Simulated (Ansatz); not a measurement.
Functionals compared on the (10-10) surface of 6H silicon carbide in its 1x1 cell (cut with top plane 2 C + 2 Si, bottom plane 2 C + 2 Si), relaxed from an ideal cut (the real face may reconstruct), outermost plane spacing 0.89 Å in the ideal cut (one of several cuts of this face), in Ansatz (plane waves, PAW). The structure was relaxed with PBE; the other rows are single points on it, each with its references at the same level. Cutoff 420 eV (500 eV for r2SCAN).

Set-up: 56 atoms, C28Si28, 11.6 Å thick at the start; mesh 8x2x1; 0.025 eV smearing; dipole correction on; all atoms relaxed; symmetry of the start imposed; no spin (no spin-polarised run to compare, though such a face may carry moments), no spin-orbit, no U. The slab shows no gap over 0.04 eV on its mesh. These notes are the PBE run's.

| functional | surface energy (J/m²) | work function of the top face (eV) | ionisation potential (eV) | rough cost of the single point |
|---|---|---|---|---|
| PBE | 3.86 | 5.05 | 5.91 | – |
| LDA | 4.23 | 5.29 | 6.13 | roughly 5 core-minutes |
| PBEsol | … | … | … | roughly 5 core-minutes |
| RPBE | 3.68 | 4.95 | 5.82 | roughly 5 core-minutes |
| r2SCAN | 4.23 | 5.13 | 6.14 | very roughly 9 core-minutes |

Task: Some entries are withheld; supply them.

Result: 
- PBEsol, surface energy (J/m²): 4.08
- PBEsol, work function of the top face (eV): 5.11
- PBEsol, ionisation potential (eV): 5.94

Ansatz is a program for electronic structure.
